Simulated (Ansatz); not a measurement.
The structure below was relaxed with PBEsol/PAW in Ansatz (a first-principles code), spin-orbit coupling left out.

```
Ir2Pt
1.0
    0.00000     2.94404     2.94404
    2.94404     0.00000     2.94404
    2.94404     2.94404     0.00000
Ir Pt
2 1
Direct
  0.75000   0.75000   0.75000
  0.25000   0.25000   0.25000
  0.00000   0.00000   0.00000
```

Question: Find the space group and the Wyckoff positions.

Answer: Space group Fm-3m (No. 225); a = b = c = 5.888 Å, α = β = γ = 90.00°

| atom | site | symmetry | x | y | z |
|---|---|---|---|---|---|
| Ir | 8c | -43m | 0.2500 | 0.2500 | 0.2500 |
| Pt | 4a | m-3m | 0.0000 | 0.0000 | 0.0000 |

Question: Describe the coordination.

Answer: The crystal has 12 atoms in its conventional cell. Lattice parameters: a = 5.8881 Å, b = 5.8881 Å, c = 5.8881 Å, α = 90.00°, β = 90.00°, γ = 90.00°. Ir sees 4 Pt at 2.550 Å and 6 Ir at 2.944 Å. Pt has 8 Ir at 2.550 Å (cubic). (Neighbours: up to the widest gap in distance over summed covalent radii, below 1.35, at either atom.)

Whether these cells are dynamically stable was not tested. The final runs are not spin-polarised. The cell was made from Ga2Pt by this change: Ga → Ir; the result is a hypothetical phase, not in the database extracts checked.
